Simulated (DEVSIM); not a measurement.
System: Au/Si3N4/p-Si capacitor, at 300 K.

```csv
layer (left to right),material,thickness (nm),Na (cm⁻³)
1,Si3N4,14.0,-
2,Si,1700,1.1e17
```

Metal gate on the left, work function 5.1 eV. Fixed charge at the semiconductor interface 0 cm⁻² (in units of +e); interface traps 3e11 cm⁻² eV⁻¹, uniform in energy, neutral level at 0.7 of the gap above the valence band.

This is a model device: material constants are rounded textbook-type values typed into the input, and sizes, dopings and lifetimes were drawn at random. Values at 300 K.

| parameter | Si3N4 | Si |
|---|---|---|
| gap (eV) | 5.1 | 1.124 |
| affinity (eV) | 2.1 | 4.05 |
| permittivity | 7.5 | 11.7 |
| Nc (cm⁻³) | - | 2.86e19 |
| Nv (cm⁻³) | - | 3.1e19 |

Simulated with DEVSIM: 1D Poisson equation in equilibrium, Boltzmann statistics, complete ionisation; no quantum confinement or tunnelling. Metal contacts follow the ideal Schottky-Mott rule: no Fermi-level pinning, no interface dipoles.

Q: Tabulate band edges, carrier densities and field at 0.9 V on the gate.

A: Energies count from the Fermi level of the right contact; mesh points crowd at the junctions.

```csv
x (μm),Ec (eV),Ev (eV),n (cm⁻³),p (cm⁻³),field (V/cm)
0.000,2.100,-3.000,< 1e2,< 1e2,200000
0.001276,2.126,-2.974,< 1e2,< 1e2,200000
0.003574,2.172,-2.928,< 1e2,< 1e2,200000
0.007895,2.259,-2.841,< 1e2,< 1e2,200000
0.01218,2.345,-2.755,< 1e2,< 1e2,200000
0.01367,2.375,-2.725,< 1e2,< 1e2,200000
0.01477,0.441,-0.683,1.1e12,1.1e8,130000
0.01817,0.485,-0.639,2.0e11,5.8e8,130000
0.02406,0.557,-0.567,1.3e10,9.1e9,120000
0.03729,0.695,-0.429,6.0e7,1.9e12,94000
0.06434,0.886,-0.238,37000,3.1e15,48000
0.1550,0.978,-0.146,1100,1.1e17,88
0.3226,0.978,-0.146,1100,1.1e17,≈ 0
0.6652,0.978,-0.146,1100,1.1e17,≈ 0
1.311,0.978,-0.146,1100,1.1e17,≈ 0
1.530,0.978,-0.146,1100,1.1e17,≈ 0
1.627,0.978,-0.146,1100,1.1e17,≈ 0
1.675,0.978,-0.146,1100,1.1e17,≈ 0
1.700,0.978,-0.146,1100,1.1e17,≈ 0
1.708,0.978,-0.146,1100,1.1e17,≈ 0
1.712,0.978,-0.146,1100,1.1e17,≈ 0
1.714,0.978,-0.146,1100,1.1e17,≈ 0
```
